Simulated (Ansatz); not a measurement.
Base system: HgTe in the zinc blende structure (space group F-43m, No. 216).

```yaml
crystal:
  lattice:
    - [0.00000, 3.32533, 3.32533]
    - [3.32533, 0.00000, 3.32533]
    - [3.32533, 3.32533, 0.00000]
  atoms:
    - { symbol: Hg, position: [0.00000, 0.00000, 0.00000] }
    - { symbol: Te, position: [0.25000, 0.25000, 0.25000] }
```

Method: PBE (Ansatz, a first-principles code, PAW, spin-orbit coupling left out).

Before the change:

| Quantity | Value |
|---|---|
| Pressure | 0.0 GPa |
| Band gap | zero |

It is then changed as follows: an isotropic linear strain of +1.50 %; the atoms relax in the strained cell.

Task: What happens to the energy relative to the base?

Result: The energy grows by 7.5 meV/atom.

Task: What does the calculation give for the pressure after the change?

Result: The pressure goes from zero to -1.4 GPa.

Task: Estimate the effect on the band gap.

Result: The band gap remains zero.

With Hg and Te present, leaving out spin-orbit coupling can change the band edges. Whether these cells are dynamically stable was not tested. All final runs are without spin polarisation. The zero or small gap of HgTe can change with the level of theory.
